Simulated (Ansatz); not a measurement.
Structures of equal composition on the (111)A surface of zinc-blende AlAs (Al plane on top): 2x2 Al adatom at H3; 2x2 Al adatom at T4. The slabs share one bottom face, and each structure is named by its start. These are constructed structures in small cells; real faces may alloy, dewet or reconstruct in larger ones, and not all known structures of the face are among them. Slabs of about 14 Å, Fermi-Dirac smearing of 0.025 eV. Bottom of the slabs: H caps. Relaxed from the named starts with such symmetry as they have, on meshes of like density; energies extrapolated to zero smearing; spin only where a row says so; no spin-orbit coupling, no U. Brackets mark spin-polarised runs, whose order is one that fits the cell. Where a second, spin-polarised start was run, the lower counts.

Calculation: PBE (plane waves to 420 eV, PAW; Ansatz, an electronic-structure program).

Rank these by energy per 1x1 cell (lowest first), as PBE gives it.

2x2 Al adatom at T4 (0.000 eV, gap 0.46 eV on the mesh), 2x2 Al adatom at H3 (0.072 eV, gap 0.32 eV on the mesh)
